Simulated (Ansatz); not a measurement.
# BeTe, response to strain and stress

Start from BeTe in the zinc blende structure (space group F-43m, No. 216).

```xyz
2
Lattice="0.0000 2.8285 2.8285 2.8285 0.0000 2.8285 2.8285 2.8285 0.0000" Properties=species:S:1:pos:R:3 pbc="T T T"
Te     4.2427     4.2427     4.2427
Be     0.0000     0.0000     0.0000
```

Cartesian axes are those of the cell as printed.

Strains are applied to the cell and any free atomic positions relax; under biaxial strain the out-of-plane vector relaxes too; under stress the whole cell relaxes.

The values are results of r2SCAN/PAW in Ansatz (an electronic-structure program), without spin-orbit coupling, not measurements.

Candidates:
(a) uniaxial stress, 0.5 GPa tension along z
(b) biaxial strain +0.94 %, plane normal [001], relaxed out of plane
(c) uniaxial strain ε_yy = −2.26 %

Base values:

The band gap comes out as 2.38 eV.

Order them by band gap, highest first.

(a) uniaxial stress, 0.5 GPa tension along z (2.35 eV), (b) biaxial strain +0.94 %, plane normal [001], relaxed out of plane (2.27 eV), (c) uniaxial strain ε_yy = −2.26 % (2.13 eV)

With Te present, leaving out spin-orbit coupling can change the band edges. Beyond what the load breaks, stability against distortions was not tested.
